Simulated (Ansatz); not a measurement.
# A computed series for GaSb: response to strain

The parent structure is GaSb in the zinc blende structure (space group F-43m, No. 216; a = 6.132 Å). Axes: x, y, z lie along the cube axes.

Strains are applied to the cell and any free atomic positions relax; under biaxial strain the out-of-plane vector relaxes too.

Level of theory: r2SCAN (Ansatz, a program for electronic structure; PAW; 500 eV plane waves; no spin-orbit coupling).

Candidates:
(a) biaxial strain +2.00 %, plane normal [001], relaxed out of plane
(b) biaxial strain +1.50 %, plane normal [001], relaxed out of plane
(c) biaxial strain +0.50 %, plane normal [001], relaxed out of plane

Order them by out-of-plane strain, highest first.

(c) biaxial strain +0.50 %, plane normal [001], relaxed out of plane (-0.42 %), (b) biaxial strain +1.50 %, plane normal [001], relaxed out of plane (-1.28 %), (a) biaxial strain +2.00 %, plane normal [001], relaxed out of plane (-1.71 %)

Whether these cells are dynamically stable was not tested.
